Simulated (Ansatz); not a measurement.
Start from MgSnO₃ in the cubic perovskite structure (space group Pm-3m, No. 221; a hypothetical phase, not in the database extracts checked).

```yaml
crystal:
  lattice:
    - [3.98690, 0.00000, 0.00000]
    - [0.00000, 3.98690, 0.00000]
    - [0.00000, 0.00000, 3.98690]
  atoms:
    - { symbol: Mg, position: [0.00000, 0.00000, 0.00000] }
    - { symbol: Sn, position: [0.50000, 0.50000, 0.50000] }
    - { symbol: O, position: [0.00000, 0.50000, 0.50000] }
    - { symbol: O, position: [0.50000, 0.50000, 0.00000] }
    - { symbol: O, position: [0.50000, 0.00000, 0.50000] }
```

Levels (all Ansatz, a quantum-chemistry and plane-wave program, PAW): PBEsol (420 eV, spin-orbit coupling left out); HSE06 (420 eV, spin-orbit coupling left out).

The geometry is relaxed with PBEsol.

| Item | Result |
|---|---|
| PBEsol lowest conduction level above the VBM at special points | Γ 0.97 eV; R 2.64 eV; X 4.34 eV |

### Question
What does HSE06 give at this geometry for the lowest conduction level above the VBM at special points?

### Answer
The lowest conduction level above the VBM at special points goes from Γ 0.97 eV; R 2.64 eV; X 4.34 eV to Γ 2.42 eV; R 4.14 eV; X 5.89 eV.

Single points use the geometry relaxed with PBEsol. HSE06 was sampled on its mesh, a few special points and the semilocal edge points, so its gap is an upper bound. The levels and masses belong to the bands next to the band gap. No phonon test of stability was made. Many cubic perovskites are stable only at high temperature; tilts and polar distortions were not tested.
